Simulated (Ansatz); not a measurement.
Terminations of the (111)A surface of zinc-blende AlAs (Al plane on top), measured from the surface '2x2 with 3 H on 4 top atoms'. Atoms come from or go to: Al: fcc Al, As: rhombohedral As, H: ½ H2(g), In: tetragonal indium, Mg: hcp Mg, N: ½ N2(g), O: ½ O2(g). ΔE is the energy of forming the row's surface from that one (negative: more stable at these reservoirs); the vacuum level's shift is aligned on the shared bottom. No zero-point or thermal terms. These are constructed structures in small cells; real faces may alloy, dewet or reconstruct in larger ones, and not all known structures of the face are among them. Slabs of about 14 Å, Fermi-Dirac smearing of 0.025 eV. Bottom of the slabs: H caps. Relaxed from the named starts with such symmetry as they have, on meshes of like density; energies extrapolated to zero smearing; spin only where a row says so; no spin-orbit coupling, no U. Brackets mark spin-polarised runs, whose order is one that fits the cell. Where a second, spin-polarised start was run, the lower counts. A dash marks a value that is undefined for that row (no clear gap, or no work function of a gapped slab) or was not read reliably on its mesh.

Computed with PBE (plane waves to 420 eV, PAW; Ansatz, a program for electronic structure).

```csv
surface,atoms added per 1x1,ΔE per 1x1 (eV),slab gap (eV),shift of the vacuum level (eV),work function (eV)
"Al trimer, 2x2 (like top atoms buckled by 1.0 Å)","+0.75 Al, -0.75 H",1.08,0.40,-0.77,–
"2x2 cell from a buckled start [spin, 2.8 μB a cell]",-0.75 H,0.77,–,-0.83,4.15
2x2 In adatom at H3,"-0.75 H, +0.25 In",…,0.29,-1.25,–
"2x2 Mg adatom at H3 [spin, 1.0 μB a cell]","-0.75 H, +0.25 Mg",0.69,–,-1.52,–
2x2 As adatom at H3,"+0.25 As, -0.75 H",0.28,0.86,-0.39,–
"OH on every top atom [spin start, no net moment]","+0.25 H, +1 O",…,–,0.01,5.96
"2x2 As adatom at T1 (2 Al–As bonds formed) [spin start, no net moment]","+0.25 As, -0.75 H",0.28,0.85,-0.40,–
2x2 with 3 NH2 on 4 top atoms,"+0.75 H, +0.75 N",-1.11,1.37,-1.29,–
"relaxed from the ideal Al-terminated 1x1 (like top atoms buckled by 0.8 Å) [spin, 1.0 μB a cell]",-0.75 H,0.78,–,-0.77,–
```

Problem. Complete the blanks.

Solution. 
- 2x2 In adatom at H3, ΔE per 1x1 (eV): 0.55
- OH on every top atom [spin start, no net moment], ΔE per 1x1 (eV): -3.39
